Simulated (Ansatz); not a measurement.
## Habitual settings against a tight run: MgCd₂ (C2/m, 6 atoms in the cell)

Self-consistent single point.

```xyz
6
Lattice="5.9062 -1.5592 0.0000 5.9062 1.5592 0.0000 -2.1942 0.0000 7.1107" Properties=species:S:1:pos:R:3 pbc="T T T"
Mg     5.1603     0.0000     1.4076
Mg     4.4578     0.0000     5.7031
Cd     1.9606     0.0000     0.9795
Cd     7.6575     0.0000     6.1312
Cd     9.1513     0.0000     3.3407
Cd     0.4669     0.0000     3.7700
```

Level of theory: PBEsol, PAW files made with PBE (plane waves; Ansatz, an electronic-structure program).

Base settings: basis.ecutwfc = 420 eV; kpoints.mp_grid.grid = 8 8 4; hamiltonian.xc = pbesol; hamiltonian.pseudopotentials = {kind: paw} (the program's default PAW files); scf.occupations.method = fermi_dirac; scf.occupations.width = 0.136 eV.

Tight run (finer mesh or higher cutoff; not a proven limit): basis.ecutwfc: 420 eV → 590 eV; kpoints.mp_grid.grid: 8 8 4 → 11 11 6; scf.convergence.dr2_threshold: default (1e-07 eV) → 1e-09 eV. It gave Fermi level (on the code's own zero) 11.54 eV; pressure -2.59 GPa; largest force (vector length) 0.041 eV/Å.

Quick runs, as changes from the base:
- A: the base itself
- B: basis.ecutwfc: 420 eV → 335 eV; kpoints.mp_grid.grid: 8 8 4 → 6 6 6; scf.occupations.method: fermi_dirac → cold; scf.occupations.width: 0.136 eV → 0.5 eV
- C: basis.ecutwfc: 420 eV → 250 eV; kpoints.mp_grid.grid: 8 8 4 → 1 1 1; hamiltonian.xc: pbesol → lda; scf.convergence.dr2_threshold: default (1e-07 eV) → 0.001 eV [LDA (PW92)]
- D: basis.ecutwfc: 420 eV → 210 eV; kpoints.mp_grid.grid: 8 8 4 → 4 4 4
- E: basis.ecutwfc: 420 eV → 295 eV; kpoints.mp_grid.grid: 8 8 4 → 4 4 4; kpoints.mp_grid.shift: default → 0.5 0.5 0.5
- F: basis.ecutwfc: 420 eV → 295 eV; kpoints.mp_grid.grid: 8 8 4 → 8 8 8

Energies are extrapolated to zero smearing width, which holds to low order in the width alone.

Dashes: energy of C, another energy zero.

† marks runs with another functional, U, potentials or spin treatment: their distance from the tight run is not a convergence error alone.

The count of work is k-points × plane waves × bands × iterations; it is no time. 

Pressures in the table are Ansatz's without its Pulay estimate, at a fixed set of plane waves; the tight run's value above holds the estimate.

The starting cell comes from a database of computed structures (which also holds hypothetical and non-ambient phases and stackings), without a prior relaxation at this level. Its lattice was rescaled by a random factor within 2.5 % of one.

| run | energy less tight (meV/atom) | pressure less tight (GPa) | largest miss in a force vector (eV/Å) | count of work / tight |
|---|---|---|---|---|
| A | -3.2 | -0.04 | 0.018 | 0.21 |
| B | 19.3 | -0.56 | 0.028 | 0.13 |
| C† | – | -58.01 | 0.773 | 0.00073 |
| D | 4002.1 | -168.96 | 0.370 | 0.020 |
| E | 45.7 | -5.94 | 0.040 | 0.032 |
| F | 69.7 | -5.91 | 0.017 | 0.22 |

Among the runs at the tight run's level, the energy misses run from 3.2 to 4002.1 meV/atom.

Keys are those of Ansatz 0.2.
